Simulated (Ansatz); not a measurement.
For BAs (model structure, started from the NiAs type, P6₃/mmc, No. 194, 4 atoms in the cell), LDA (plane waves, PAW; Ansatz, an electronic-structure program) gives:

| Item | Result |
|---|---|
| lattice parameter a | 3.206 Å |
| lattice parameter c | 5.358 Å |
| bulk modulus B0 | 139 GPa |
| cohesive energy | 4.63 eV/atom |

**Question.** What does r²SCAN in Ansatz (PAW) give for the same quantities?

**Answer.** 
- lattice constant a: 3.261 Å (increases by 1.7 %)
- lattice parameter c: 5.403 Å (increases by 0.8 %)
- bulk modulus: 126 GPa (shrinks by 9.4 %)
- cohesive energy: 3.48 eV/atom (drops by 1.15 eV/atom)

Changes are worked out from the printed values.

Unless a cell is named, each level is at its own relaxed cell (LDA 11.92, r²SCAN 12.44 Å³/atom).

Caveats: the bulk modulus is −V dP/dV from two relaxed cells at ±2 % in volume (LDA, r²SCAN). Ansatz's density-functional and Hartree–Fock values are scalar-relativistic unless marked +SOC, with PAW data made under PBE.

A model structure was made by putting elements into a prototype or built by hand; it is no filed structure, need not be a known phase, and can be a saddle point held by its symmetry.
